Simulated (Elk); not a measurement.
Input and output of a self-consistent single point for Yb (Fm-3m, 1 atom in the cell) (Elk).

Level of theory: PBE, spin-orbit coupling in second variation, all-electron FP-LAPW, Elk's shipped species files, APW+lo basis with extra local orbitals in Elk.

```
CELL_PARAMETERS angstrom
      0.00000     2.69452     2.69452
      2.69452     0.00000     2.69452
      2.69452     2.69452     0.00000
ATOMIC_POSITIONS crystal
  Yb 0.00000 0.00000 0.00000
```

Reference input (self-consistent single point, DFT, PBE, all-electron FP-LAPW, Elk's shipped species files, APW+lo basis with extra local orbitals): xctype = 20; rgkmax = 7.5; stype = 3; swidth = 0.00367493 Ha; ngridk = 9 9 9; gmaxvr = 14 1/bohr; nxlo = 2; lorbcnd = true; lmaxi = 3. This run's input differs from it in these lines:

```diff
@@ -5,2 +5,5 @@
   20
+
+spinorb
+  .true.
 
@@ -20,2 +23,5 @@
   3
+
+nempty
+  10
```

The program printed (abridged):

```
│ Self-consistent loop started │
│ Loop number : 1 │
 total energy                :     -13871.4563936
 total moment                :  -0.5442418603E-22  0.3882810328E-22 -0.3731220141E-23
│ Loop number : 2 │
 total energy                :     -13914.0323715
 total moment                :  -0.1783214202E-22 -0.1946708880E-21  0.6000463846E-22
RMS change in Kohn-Sham potential (target) :    1.418673457     (  0.1000000000E-05)
Absolute change in total energy (target)   :    42.57597790     (  0.1000000000E-03)
│ Loop number : 3 │
 total energy                :     -14078.0295227
   [... lines left out ...]
 total energy                :     -14076.0479431
 total moment                :   0.1611107585E-22 -0.1369616228E-22 -0.5693363762E-23
RMS change in Kohn-Sham potential (target) :   0.1575313509E-06 (  0.1000000000E-05)
Absolute change in total energy (target)   :   0.1273893813E-03 (  0.1000000000E-03)
│ Loop number : 18 │
 total energy                :     -14076.0479318
 total moment                :  -0.4193348330E-23 -0.2641353661E-22  0.5346428672E-23
RMS change in Kohn-Sham potential (target) :   0.6873441202E-07 (  0.1000000000E-05)
Absolute change in total energy (target)   :   0.2051906813E-04 (  0.1000000000E-03)
Convergence targets achieved

│ Loop number : 19 │

Energies :
 Fermi                       :     0.154152607872
 xc effective B-field        :    -0.333168245704E-08
 external B-field            :      0.00000000000
 total energy                :     -14076.0479343
 (external B-field energy excluded from total)

Density of states at Fermi energy :    80.54535257
 (states/Hartree/unit cell)

Estimated indirect band gap :   0.1965970754E-02
 from k-point     17 to k-point     31
Estimated direct band gap   :   0.1127777934E-01
 at k-point     31

Charges :
 core                        :    46.00000000
 valence                     :    24.00000000
 interstitial                :    1.833540657
 muffin-tins (core leakage)
  species :    1 (Yb)
   atom    1                 :    68.16645934     (  0.1098224040E-05)
   [... lines left out ...]

Moments :
 interstitial                :   0.1194637450E-23 -0.3807281190E-23 -0.9892384919E-23
 muffin-tins
  species :    1 (Yb)
   atom    1                 :   0.1909127299E-22 -0.1492573053E-22  0.7250306719E-23
 total in muffin-tins        :   0.1909127299E-22 -0.1492573053E-22  0.7250306719E-23
 total moment                :   0.2028591044E-22 -0.1873301172E-22 -0.2642078199E-23

│ Self-consistent loop stopped │
```

The run converged in 19 iterations. The count includes the last loop, which Elk runs after its targets are met. 

The starting cell has typed, rounded lattice constants, without a prior relaxation at this level. Its lattice was rescaled by a random factor within 2.5 % of one. Values depend on the basis (sphere radii, cutoffs, local orbitals), which need not be converged. The log's line on a gap gives a spacing of levels on this mesh, which the program prints for metals too.
